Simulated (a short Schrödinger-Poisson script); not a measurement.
System: MOS inversion layer, SiO2 on p-type Si(100), at 300 K.

```csv
layer,material,thickness (nm),Na (cm⁻³)
1,SiO2,2.8,-
2,Si,260,2.7e18
```

The device is made up for the run: typed textbook-type constants, with dimensions and the other settings drawn at random. SiO2: permittivity 3.9, conduction-band edge (eV) 3.15, gap (eV) 9, electron mass (mₑ) 0.5. Si: permittivity 11.7, conduction-band edge (eV) 0, gap (eV) 1.124, Nv at 300 K (cm⁻³) 3.1e19.

Channel valleys (confinement mass, in-plane density-of-states mass, number): Δ2 0.916, 0.19, 2; Δ4 0.19, 0.417, 4. At the gate the conduction-band edge of layer 1 lies 3.56 eV − eVg above the Fermi level of the channel; the field vanishes at the back. Gaps are held at their typed values at every temperature. Mesh 0.03 nm at interfaces.

From a short Schrödinger-Poisson script (our own, NumPy): 1D Poisson equation in equilibrium, electrons quantum, Hartree (BenDaniel-Duke, 12 states a valley, the channel's in-plane mass for all, wave functions free to enter the dielectric), parabolic valleys, classical holes, full ionisation, no traps, pinning or gate leakage.

The same stack at other levels of the model or other numerical settings:

```json
[
 {"run": "base", "sheet density of all electrons at Vg = 2.6 V (cm⁻²)": "8.17e12", "sheet density of all electrons at Vg = 1.4 V (cm⁻²)": "4.93e11", "capacitance at Vg = 2.6 V (μF/cm²)": "1.10", "centroid of the channel electrons at Vg = 2.6 V (nm)": "1.04", "rough cost against the base": "about 1"},
 {"run": "electrons treated as classical, Boltzmann", "sheet density of all electrons at Vg = 2.6 V (cm⁻²)": "1.00e13", "sheet density of all electrons at Vg = 1.4 V (cm⁻²)": "[?]", "capacitance at Vg = 2.6 V (μF/cm²)": "1.20", "centroid of the channel electrons at Vg = 2.6 V (nm)": "0.22", "rough cost against the base": "0.03"},
 {"run": "electrons treated as classical, Fermi-Dirac", "sheet density of all electrons at Vg = 2.6 V (cm⁻²)": "[?]", "sheet density of all electrons at Vg = 1.4 V (cm⁻²)": "[?]", "capacitance at Vg = 2.6 V (μF/cm²)": "1.15", "centroid of the channel electrons at Vg = 2.6 V (nm)": "0.36", "rough cost against the base": "0.1"},
 {"run": "mesh six times as coarse", "sheet density of all electrons at Vg = 2.6 V (cm⁻²)": "8.15e12", "sheet density of all electrons at Vg = 1.4 V (cm⁻²)": "4.86e11", "capacitance at Vg = 2.6 V (μF/cm²)": "1.10", "centroid of the channel electrons at Vg = 2.6 V (nm)": "1.04", "rough cost against the base": "0.3"},
 {"run": "one subband a valley", "sheet density of all electrons at Vg = 2.6 V (cm⁻²)": "8.17e12", "sheet density of all electrons at Vg = 1.4 V (cm⁻²)": "4.91e11", "capacitance at Vg = 2.6 V (μF/cm²)": "1.10", "centroid of the channel electrons at Vg = 2.6 V (nm)": "1.04", "rough cost against the base": "0.4"}
]
```

Question: What belongs in the gaps?

Answer: 
- electrons treated as classical, Fermi-Dirac, sheet density of all electrons at Vg = 2.6 V (cm⁻²): 9.54e12
- electrons treated as classical, Fermi-Dirac, sheet density of all electrons at Vg = 1.4 V (cm⁻²): 1.34e12
- electrons treated as classical, Boltzmann, sheet density of all electrons at Vg = 1.4 V (cm⁻²): 1.41e12

The classical rows ignore confinement, and Boltzmann statistics overrate the density once the band edge passes the Fermi level.
